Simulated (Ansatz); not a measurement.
Surface: Si(111) 1x1 surface, 6 top atoms, 3 bilayers, bottom bilayer H-capped and fixed, every top atom capped by Br; cell 11.5 x 6.6 Å; about 7 Å thick over the host's atoms, 18 atoms held. Level of theory: PBE-D3(BJ) (plane waves to 420 eV, PAW; Ansatz, a program for electronic structure). k mesh 1 x 2 x 1. The slab states were run without spin polarisation. No spin-orbit coupling. Results hold for this slab, coverage and mesh. No zero-point or entropy terms are included. Each state was relaxed from one prepared geometry.

One TMA a cell is brought to Si(111):Br. Relaxed result near the molecule:

```
atom    x (Å)  y (Å)   z (Å)
------  -----  -----  ------
Br(14)  0.011  6.678  11.752
Br(15)  1.913  3.355  11.743
Br(30)  3.844  6.702  11.736
Br(46)  7.669  6.674  11.749
Al(a0)  4.022  4.234  14.824
C(a1)   3.992  2.267  14.885
H(a2)   4.904  1.800  14.486
H(a3)   3.899  1.938  15.934
H(a4)   3.130  1.841  14.350
C(a5)   2.331  5.236  14.945
H(a6)   1.500  4.616  15.313
H(a7)   2.431  6.109  15.608
H(a8)   2.029  5.627  13.961
C(a9)   5.732  5.211  14.864
H(a10)  5.881  5.656  15.863
H(a11)  6.607  4.581  14.650
H(a12)  5.736  6.050  14.152
```

### Question
What is the adsorption energy against the free TMA and the slab before, and how much of it is dispersion?

### Answer
-0.47 eV (negative: bound); the D3 term gives -0.48 eV of it. Its closest contacts to the rest of the cell: H(a8)...Br(30) 3.07 Å, H(a12)...Br(30) 3.14 Å, H(a12)...Br(46) 3.15 Å.

Here TMA is trimethylaluminium monomer, Al(CH3)3.
